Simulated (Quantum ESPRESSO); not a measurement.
**A series of runs on SrCoN2 (P2_1/c, 16 atoms in the cell)**

```yaml
crystal:
  lattice:
    - [5.99370, 0.00000, 0.00000]
    - [0.00000, 8.04554, 0.00000]
    - [-2.32137, 0.00000, 4.80915]
  atoms:
    - { symbol: Sr, position: [0.32458, 0.09599, 0.66536] }
    - { symbol: Sr, position: [0.67542, 0.90401, 0.33464] }
    - { symbol: Sr, position: [0.67542, 0.59599, 0.83464] }
    - { symbol: Sr, position: [0.32458, 0.40401, 0.16536] }
    - { symbol: Co, position: [0.08375, 0.63335, 0.48478] }
    - { symbol: Co, position: [0.91625, 0.36665, 0.51522] }
    - { symbol: Co, position: [0.91625, 0.13335, 0.01522] }
    - { symbol: Co, position: [0.08375, 0.86665, 0.98478] }
    - { symbol: N, position: [0.24802, 0.06692, 0.14062] }
    - { symbol: N, position: [0.75198, 0.93308, 0.85938] }
    - { symbol: N, position: [0.75198, 0.56692, 0.35938] }
    - { symbol: N, position: [0.24802, 0.43308, 0.64062] }
    - { symbol: N, position: [0.14497, 0.69055, 0.19961] }
    - { symbol: N, position: [0.85503, 0.30945, 0.80039] }
    - { symbol: N, position: [0.85503, 0.19055, 0.30039] }
    - { symbol: N, position: [0.14497, 0.80945, 0.69961] }
```

Base run A: PBEsol, SSSP 1.1.2 efficiency (PBE) pseudopotentials (Quantum ESPRESSO), self-consistent single point.

Its settings: ecutwfc = 50 Ry; ecutrho = 400 Ry; occupations = smearing; smearing = fermi-dirac; degauss = 0.0099958 Ry; input_dft = pbesol; potentials = {Sr: Sr_pbe_v1.uspp.F.UPF, Co: Co_pbe_v1.2.uspp.F.UPF, N: N.pbe-n-radius_5.UPF}; K_POINTS = automatic 4 3 4 0 0 0; conv_thr = 1e-10 Ry; mixing_beta = 0.7.

The starting cell comes from a database of computed structures (which also holds hypothetical and non-ambient phases and stackings), without a prior relaxation at this level. Spin polarisation is off, so a magnetic state, if there is one, cannot be reached. In the base run, with a pressure of about -6 GPa the cell is away from its equilibrium volume at this level.

ΔF is the free energy per atom less that of run A. 

```tsv
run	degauss, K_POINTS	ΔF (meV/atom)	pressure (GPa)	largest force (eV/Å)	TS (meV/atom)	k-points
A	0.0099958 Ry, automatic 4 3 4 0 0 0	0.00	-6.40	0.490	28.1	20
B	0.002205 Ry, automatic 4 3 5 0 0 0	12.9	-6.53	0.501	0.8	22
C	0.0073499 Ry, automatic 4 3 5 0 0 0	7.4	-6.46	0.500	14.1	22
D	0.02205 Ry, automatic 4 3 5 0 0 0	-63.3	-5.36	0.444	170.1	22
E	0.002205 Ry, automatic 5 4 6 0 0 0	11.8	-6.57	0.491	0.5	48
F	0.0073499 Ry, automatic 5 4 6 0 0 0	6.8	-6.48	0.499	13.4	48
```

Run C against A: The free energy goes up by 7.4 meV/atom, the pressure moves little (-6.40 to -6.46 GPa) and the largest force goes from 0.490 to 0.500 eV/Å.

Run F against A: The free energy rises by 6.8 meV/atom, the pressure moves little (-6.40 to -6.48 GPa) and the largest force moves little (0.490 to 0.499 eV/Å).
